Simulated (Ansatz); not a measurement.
Results of PBEsol (plane waves, PAW; Ansatz, a program for electronic structure) for WRu₃ (P6₃/mmc, No. 194, 8 atoms in the cell; start mp-862655).

Run with plane-wave cutoff 520 eV, 12×12×14 k mesh (along the axes of the cell as run), Fermi–Dirac smearing 0.05 eV, no spin polarisation, scalar-relativistic PAW data made under PBE.

Cell (relaxed at this level):

```
CELL_PARAMETERS angstrom
      5.44429     0.00000     0.00000
     -2.72214     4.71489     0.00000
      0.00000     0.00000     4.32407
ATOMIC_POSITIONS crystal
  Ru 0.16645 0.33290 0.25000
  Ru 0.83355 0.66710 0.75000
  Ru 0.83355 0.16645 0.75000
  Ru 0.16645 0.83355 0.25000
  Ru 0.66710 0.83355 0.25000
  Ru 0.33290 0.16645 0.75000
  W  0.33333 0.66667 0.75000
  W  0.66667 0.33333 0.25000
```

Q: Estimate the bulk modulus B0 that the calculation returns.

A: 
- bulk modulus B0: 340 GPa

Note: the run has no spin polarisation, so it can have missed a magnetic state; the bulk modulus is −V dP/dV from two relaxed cells at ±2 % in volume; the relaxation could not lower the start's symmetry, so the cell can be a saddle point above a distorted one.

Spin–orbit coupling is not included.

It cost very roughly 3 core-minutes of CPU time.

A start named mp-… is a Materials Project structure, which need not be a measured phase.
